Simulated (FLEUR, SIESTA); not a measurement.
A SIESTA input for a self-consistent single point of Zr₃Sn (Pm-3n, 8 atoms in the cell) (DFT, LDA PW92, numerical atomic orbitals TZP, PseudoDojo LDA standard norm-conserving potentials (rewritten from UPF to PSML)):

```
# files in the folder: Zr.psml Sn.psml (PseudoDojo LDA standard)
SystemName  Zr3Sn
SystemLabel Zr3Sn

NumberOfAtoms                8
NumberOfSpecies              2
%block ChemicalSpeciesLabel
  1 40 Zr
  2 50 Sn
%endblock ChemicalSpeciesLabel
LatticeConstant              1.0 Ang
%block LatticeVectors
     5.465180000    0.000000000    0.000000000
     0.000000000    5.465180000    0.000000000
     0.000000000    0.000000000    5.465180000
%endblock LatticeVectors
AtomicCoordinatesFormat      Ang
%block AtomicCoordinatesAndAtomicSpecies
     2.732590000    1.366295000    0.000000000  1
     2.732590000    4.098885000    0.000000000  1
     1.366295000    0.000000000    2.732590000  1
     4.098885000    0.000000000    2.732590000  1
     0.000000000    2.732590000    1.366295000  1
     0.000000000    2.732590000    4.098885000  1
     2.732590000    2.732590000    2.732590000  2
     0.000000000    0.000000000    0.000000000  2
%endblock AtomicCoordinatesAndAtomicSpecies

XC.functional                LDA
XC.authors                   PW92
PAO.BasisSize                TZP
PAO.EnergyShift              0.005 Ry
MeshCutoff                   300 Ry
%block kgrid.MonkhorstPack
    5   0   0  0.0
    0   5   0  0.0
    0   0   5  0.0
%endblock kgrid.MonkhorstPack
OccupationFunction           FD
ElectronicTemperature        0.1 eV

MaxSCFIterations             150
SCF.Mixer.Method             Pulay
SCF.Mixer.Weight             0.2
SCF.Mixer.History            6
SCF.DM.Tolerance             1.0E-05
Diag.ParallelOverK           true
WriteForces                  true
```

Task: Give the FLEUR input for the same structure, mesh, smearing and functional.

Result: This is the input that was run; spellings and numerical settings could be chosen otherwise.

Input of the input generator:

```
Zr3Sn FLAPW
&input film=f /
1.0000000000 0.0000000000 0.0000000000
0.0000000000 1.0000000000 0.0000000000
0.0000000000 0.0000000000 1.0000000000
10.3276934218
1.0 1.0 1.0

8
40 0.5000000000 0.2500000000 0.0000000000
40 0.5000000000 0.7500000000 0.0000000000
40 0.2500000000 0.0000000000 0.5000000000
40 0.7500000000 0.0000000000 0.5000000000
40 0.0000000000 0.5000000000 0.2500000000
40 0.0000000000 0.5000000000 0.7500000000
50 0.5000000000 0.5000000000 0.5000000000
50 0.0000000000 0.0000000000 0.0000000000

&comp jspins=1 /
&exco xctyp='pz' /
&kpt div1=5 div2=5 div3=5 /
&end /
```

```xml
<?xml version="1.0" encoding="UTF-8" standalone="no"?>
<fleurInput fleurInputVersion="0.39">
   <comment>
      Zr3Sn FLAPW                                                                                         
   </comment>
   <calculationSetup>
      <cutoffs Kmax="4.1" Gmax="14.3" GmaxXC="14.3" numbands="0"/>
      <scfLoop itmax="100" minDistance="0.00001" maxIterBroyd="25" imix="Anderson" alpha="0.05" precondParam="0.0" spinf="2.0"/>
      <coreElectrons ctail="T" frcor="F" kcrel="0" coretail_lmax="0"/>
      <xcFunctional name="pz" relativisticCorrections="F"/>
      <magnetism jspins="1"/>
      <soc l_soc="F" theta="0.0" phi="0.0" spav="F"/>
      <expertModes spex="0" secvar="F"/>
      <geometryOptimization l_f="T" forcealpha="1.0" forcemix="BFGS" epsdisp="0.00001" epsforce="0.00001"/>
      <ldaU l_linMix="F" mixParam="0.05" spinf="1.0"/>
   </calculationSetup>
   <cell>
      <bzIntegration valenceElectrons="100.0" mode="hist" fermiSmearingEnergy="0.00367493">
         <kPointListSelection listName="default-1"/>
         <!-- k-points included here -->
         <xi:include xmlns:xi="http://www.w3.org/2001/XInclude" href="kpts.xml"> </xi:include>
      </bzIntegration>
      <!-- symmetry operations included here -->
      <xi:include xmlns:xi="http://www.w3.org/2001/XInclude" href="sym.xml"> </xi:include>
      <bulkLattice scale="1.0">
         <bravaisMatrix>
            <row-1>   10.3276934217999994     0.0000000000000000     0.0000000000000000</row-1>
            <row-2>    0.0000000000000000    10.3276934217999994     0.0000000000000000</row-2>
            <row-3>    0.0000000000000000     0.0000000000000000    10.3276934217999994</row-3>
         </bravaisMatrix>
      </bulkLattice>
   </cell>
   <atomSpecies>
      <species name="Zirconium (Zr)" element="Zr" atomicNumber="40">
         <mtSphere radius="2.46" gridPoints="849" logIncrement="0.015"/>
         <atomicCutoffs lmax="10" lnonsphr="8"/>
         <electronConfig flipSpins="F">
            <coreConfig>(1s1/2) (2s1/2) (2p1/2) (2p3/2) (3s1/2) (3p1/2) (3p3/2) (3d3/2) (3d5/2)</coreConfig>
            <valenceConfig>(4s1/2) (4p1/2) (4p3/2) (5s1/2) (4d3/2) (4d5/2)</valenceConfig>
            <stateOccupation state="(4d3/2)" spinUp="0.4" spinDown="0.4"/>
            <stateOccupation state="(4d5/2)" spinUp="0.6" spinDown="0.6"/>
         </electronConfig>
         <energyParameters s="5" p="5" d="4" f="4"/>
         <lo type="SCLO" l="0" n="4" eDeriv="0"/>
         <lo type="SCLO" l="1" n="4" eDeriv="0"/>
      </species>
      <species name="Tin (Sn)" element="Sn" atomicNumber="50">
         <mtSphere radius="2.68" gridPoints="925" logIncrement="0.014"/>
         <atomicCutoffs lmax="10" lnonsphr="8"/>
         <electronConfig flipSpins="F">
            <coreConfig>(1s1/2) (2s1/2) (2p1/2) (2p3/2) (3s1/2) (3p1/2) (3p3/2) (4s1/2) (3d3/2) (3d5/2) (4p1/2) (4p3/2)</coreConfig>
            <valenceConfig>(5s1/2) (4d3/2) (4d5/2) (5p1/2) (5p3/2)</valenceConfig>
            <stateOccupation state="(5p1/2)" spinUp="0.3333333333333" spinDown="0.3333333333333"/>
            <stateOccupation state="(5p3/2)" spinUp="0.6666666666667" spinDown="0.6666666666667"/>
         </electronConfig>
         <energyParameters s="5" p="5" d="5" f="4"/>
         <lo type="SCLO" l="2" n="4" eDeriv="0"/>
      </species>
   </atomSpecies>
   <atomGroups>
      <atomGroup species="Zirconium (Zr)">
         <relPos label="                   1">1.000/2.000 1.000/4.000 .0000000000</relPos>
         <relPos label="                   2">1.000/2.000 -1.000/4.000 .0000000000</relPos>
         <relPos label="                   3">1.000/4.000 .0000000000 1.000/2.000</relPos>
         <relPos label="                   4">-1.000/4.000 .0000000000 1.000/2.000</relPos>
         <relPos label="                   5">.0000000000 1.000/2.000 1.000/4.000</relPos>
         <relPos label="                   6">.0000000000 1.000/2.000 -1.000/4.000</relPos>
         <force calculate="T" relaxXYZ="TTT"/>
      </atomGroup>
      <atomGroup species="Tin (Sn)">
         <relPos label="                   7">1.000/2.000 1.000/2.000 1.000/2.000</relPos>
         <relPos label="                   8">.0000000000 .0000000000 .0000000000</relPos>
         <force calculate="T" relaxXYZ="TTT"/>
      </atomGroup>
   </atomGroups>
   <output dos="F" band="F" slice="F">
      <checks vchk="F" cdinf="F"/>
      <bandDOS minEnergy="-.5*Htr" maxEnergy="0.5*Htr" sigma="0.015" storeEVData="T"/>
      <vacuumDOS vacdos="F" integ="F" star="F" nstars="0" locx1="0.0" locy1="0.0" locx2="0.0" locy2="0.0" nstm="0" tworkf="0.0"/>
      <unfoldingBand unfoldBand="F" supercellX="1" supercellY="1" supercellZ="1"/>
      <plotting iplot="0" polar="F">
         <plot TwoD="T" vec1="  1.0  0.0  0.0" vec2="  0.0  1.0  0.0" vec3="  0.0  0.0  1.0" zero="  0.0  0.0  0.0" file="plot"/>
      </plotting>
      <chargeDensitySlicing numkpt="0" minEigenval="0.0" maxEigenval="0.0" nnne="0" pallst="F"/>
      <specialOutput eonly="F"/>
      <magneticCircularDichroism mcd="F" energyLo="-10.0" energyUp="0.0"/>
   </output>
  <!-- We include the file relax.xml here to enable relaxations (see documentation) -->
  <xi:include xmlns:xi="http://www.w3.org/2001/XInclude" href="relax.xml"> <xi:fallback/> </xi:include>
</fleurInput>
```

Basis, cutoffs, solver keys and any potentials are the target program's own. This input uses DFT, LDA (Perdew-Zunger), all-electron FLAPW (FLEUR), scalar-relativistic valence. LDA parametrisations can differ slightly between programs.

The starting cell comes from a database of computed structures (which also holds hypothetical and non-ambient phases and stackings), without a prior relaxation at this level. Its lattice was rescaled by a random factor within 2.5 % of one. For this run, on top of that: lattice scaled by 0.98.
